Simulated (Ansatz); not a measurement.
Start from TiO2 in the anatase structure (space group I4_1/amd, No. 141; a = 3.7698 Å, c = 9.5517 Å). Axes: x, y, z lie along a, b, c of the conventional cell.

Calculations: PBEsol, PAW, 420 eV (Ansatz, an electronic-structure program; scalar-relativistic without spin-orbit coupling).

Strains are applied to the cell and any free atomic positions relax; under biaxial strain the out-of-plane vector relaxes too.

One change was made to it. Results:

The band gap grows by 0.06 eV (2.11 eV → 2.17 eV); the shortest interatomic distance decreases by 0.008 Å, from 1.928 Å to 1.920 Å; the energy rises by 0.7 meV/atom; the width of the top valence band is nearly the same (0.84 eV against 0.82 eV).

Name the change that was made.
A) biaxial strain −1.80 %, plane normal [001], relaxed out of plane
B) biaxial strain −1.20 %, plane normal [001], relaxed out of plane
C) biaxial strain −0.60 %, plane normal [001], relaxed out of plane

C, biaxial strain −0.60 %, plane normal [001], relaxed out of plane. For comparison, the band gap in the other runs: biaxial strain −1.80 %, plane normal [001], relaxed out of plane gives 2.31 eV; biaxial strain −1.20 %, plane normal [001], relaxed out of plane gives 2.24 eV.

Whether these cells are dynamically stable was not tested. All final runs are without spin polarisation.
